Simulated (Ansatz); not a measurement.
# Predicting one run from its neighbours: the pressure against the volume, Ga₂O₃ (C2/m, 10 atoms in the cell)

```
CELL_PARAMETERS angstrom
      6.16234    -1.52927     0.00000
      6.16234     1.52927     0.00000
     -1.38911     0.00000     5.67069
ATOMIC_POSITIONS crystal
  Ga 0.34116 0.34116 0.68527
  Ga 0.65884 0.65884 0.31473
  Ga 0.90953 0.90953 0.20521
  Ga 0.09047 0.09047 0.79479
  O  0.50353 0.50353 0.74334
  O  0.49647 0.49647 0.25666
  O  0.82663 0.82663 0.43677
  O  0.17337 0.17337 0.56323
  O  0.16450 0.16450 0.10915
  O  0.83550 0.83550 0.89085
```

Level of theory: PBE, PAW files (plane waves; Ansatz, a program for electronic structure).

Base settings: basis.ecutwfc = 420 eV; kpoints.mp_grid.grid = 7 7 4; hamiltonian.xc = pbe; hamiltonian.pseudopotentials = {kind: paw} (the program's default PAW files); scf.occupations.method = fixed.

The starting cell comes from a database of computed structures (which also holds hypothetical and non-ambient phases and stackings), without a prior relaxation at this level. Its lattice was rescaled by a random factor within 2.5 % of one. In the cell shown, with a pressure of about 5 GPa the cell is away from its equilibrium volume at this level. Ansatz's pressure includes its estimate of the finite-basis (Pulay) stress.

Murnaghan's equation with B′ set to 4 (a common value, assumed and not fitted) makes the pressure a straight line in x = (V₁/V)⁴, here with V₁ = 10.688 Å³/atom: P = a + b·x. The rows are the cell shown with its lattice scaled (for instance lattice scaled by 0.97, lattice scaled by 0.985, lattice scaled by 1.015, lattice scaled by 1.03); fractional positions and shape were held.

| volume (Å³/atom) | (V₁/V)⁴ | pressure (GPa) |
|---|---|---|
| 11.679 | 0.7014 | -10.17 |
| 11.176 | 0.8365 | -3.64 |
| 10.688 | 1.0000 | 4.51 |
| 10.214 | 1.1990 | ? |
| 9.755 | 1.4410 | 26.92 |

Task: Fit the line to the 4 rows given and predict the withheld one.

Result: Means: x̄ = 0.99473, ȳ = 4.4050. Σ(x − x̄)(y − ȳ) = 15.60 and Σ(x − x̄)² = 0.3103, so b = 50.27 and a = ȳ − b·x̄ = -45.600; P = 0 at x₀ = −a/b = 0.9071, so V₀ = V₁·x₀^(−1/4) = 10.95 Å³/atom and B₀ = 4·b·x₀ = 182 GPa (for B′ = 4 and held positions). The largest residual of the fitted rows is 0.17. At x = 1.1990 the line gives 14.67 GPa. The run gave 14.57 GPa, a miss of 0.10 GPa. The rows were chosen because the form fits them, the withheld one included, so this shows the method and is no test of the form.

Left out of this page: 5 runs of the series outside the window shown, repeating another row's setting, or not comparable.

Keys are those of Ansatz 0.2.
